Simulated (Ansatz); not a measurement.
The starting structures come from a database of crystals and need not be the phases stable at ambient conditions.

By PBEsol, the system below comes out a metal.

The ballistic (Sharvin) conductance counts the channels at the Fermi level: G/A = (e²/h) × channels of both spins per area.

Consider the following.

```
CELL_PARAMETERS angstrom
      3.56664     0.00000     0.00000
      0.00000     3.56664     0.00000
      0.00000     0.00000     4.62751
ATOMIC_POSITIONS crystal
  Ca 0.00000 0.00000 0.00000
  Pb 0.50000 0.50000 0.50000
```

Space group of this cell: P4/mmm. The cell is taken as given; by PBEsol its mean pressure is -1.1 GPa.

The current flows along the normal of the first two printed cell vectors, the (001) plane of the conventional cell. No spin-orbit coupling; the value is a mean over 0.1 eV about the Fermi level.

**Question.** Compute, with PBEsol in Ansatz (a program for electronic structure), the ballistic conductance per area.

**Answer.** 0.23 × 10¹⁵ S/m² for both spins.
